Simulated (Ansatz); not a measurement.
Base system: HgTe in the zinc blende structure (space group F-43m, No. 216; a = 6.573 Å). Axes: x, y, z lie along the cube axes.

Computed with r2SCAN (Ansatz, a quantum-chemistry and plane-wave program), without spin-orbit coupling.

Strains are applied to the cell and any free atomic positions relax.

One change was made to it. Results:

The valley order (the lowest conduction-band minima on the path, energy above the VBM, named in the base's zone) amounts to Γ 0.01 eV; L along [1-1-1] 0.75 eV; L along [111] 1.03 eV; the energy increases by 2.6 meV/atom.

Q: Which of these changes matches the shifts?
A) tensor shear ε_xy = +0.86 %
B) tensor shear ε_xy = +1.14 %
C) tensor shear ε_xy = +0.29 %
D) tensor shear ε_xy = +1.71 %

A: D, tensor shear ε_xy = +1.71 %. For comparison, the valley order in the other runs: tensor shear ε_xy = +0.86 % gives Γ 0.01 eV; L along [1-11] 0.86 eV; L along [11-1] 1.00 eV; tensor shear ε_xy = +1.14 % gives Γ 0.01 eV; L along [1-1-1] 0.82 eV; L along [111] 1.01 eV; tensor shear ε_xy = +0.29 % gives Γ 0.01 eV; L along [1-11] 0.93 eV; L along [11-1] 0.98 eV.

With Hg and Te present, leaving out spin-orbit coupling can change the band edges. Stability against distortions was not tested. All final runs are without spin polarisation.
